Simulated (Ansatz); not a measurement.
The starting structures come from a database of crystals and need not be the phases stable at ambient conditions.

 Where the default PAW files enter, the runs use the earlier of Ansatz's two default sets.

Inside the gap of an insulator the Bloch states are evanescent, with a wavenumber k + iκ along the transport direction.

Consider the following.

```
CELL_PARAMETERS angstrom
      3.79931     0.00000     0.00000
      0.00000     6.88837     0.00000
      0.00000     0.00000    11.80341
ATOMIC_POSITIONS crystal
  Na 0.50000 0.91466 0.68152
  Na 0.50000 0.08534 0.31848
  Na 0.50000 0.41466 0.81848
  Na 0.50000 0.58534 0.18152
  Mg 0.00000 0.50000 0.50000
  Mg 0.00000 0.00000 0.00000
  Cl 0.00000 0.87990 0.19657
  Cl 0.00000 0.12010 0.80343
  Cl 0.00000 0.37990 0.30343
  Cl 0.00000 0.62010 0.69657
  Cl 0.50000 0.76215 0.95633
  Cl 0.50000 0.23785 0.04367
  Cl 0.50000 0.26215 0.54367
  Cl 0.50000 0.73785 0.45633
```

Space group of this cell: Pbam. The cell is taken as given.

Transport runs along the normal of the first two printed cell vectors.

The gap is the functional's own. No spin-orbit coupling. Mid-gap values are interpolated on the energy grid.

### Question
Compute, with r2SCAN run with Ansatz (a quantum-chemistry and plane-wave program), the band gap and the smallest decay constant κ at mid-gap.

### Answer
Gap 5.83 eV on a 8×6×4 mesh; κ = 0.403 1/Å, at the zone centre.
